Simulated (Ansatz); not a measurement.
We consider antifluorite Mg2C (high-pressure phase), described by G0W0@PBEsol (Ansatz, a program for electronic structure, hard PAW, contour deformation).

The cell has the measured lattice parameters. Conventional cell: a = 5.4480 Å, b = 5.4480 Å, c = 5.4480 Å, α = 90.00°, β = 90.00°, γ = 90.00°.

The quasiparticle gap at Γ at a fixed k mesh 4×4×4:

| response cutoff | value (eV) |
|---|---|
| 150 eV, 310 empty bands | 2.043 |
| 200 eV, 477 empty bands | 2.052 |
| 250 eV, 667 empty bands | 2.059 |
| 300 eV, 876 empty bands | 2.063 |

### Question
Taking the value to converge with the response cutoff E as E^(−3/2), extrapolate from the last two rows.

### Answer
With y = y∞ + c/w and weights w = 3953 and 5196 for the last two rows, y∞ = (w2 y2 − w1 y1)/(w2 − w1) = (5196 × 2.063 − 3953 × 2.059)/1243 = 2.076 eV, which lies 0.013 beyond the last row. Successive pairs of rows give 2.069, 2.077, 2.076. The limit also hangs on the law assumed, so its last digits aren't firm.

The other settings are not extrapolated, so this is the limit in one setting alone.

At the last cutoff the smallest gap on this mesh is 1.33 eV, with an edge away from Γ.
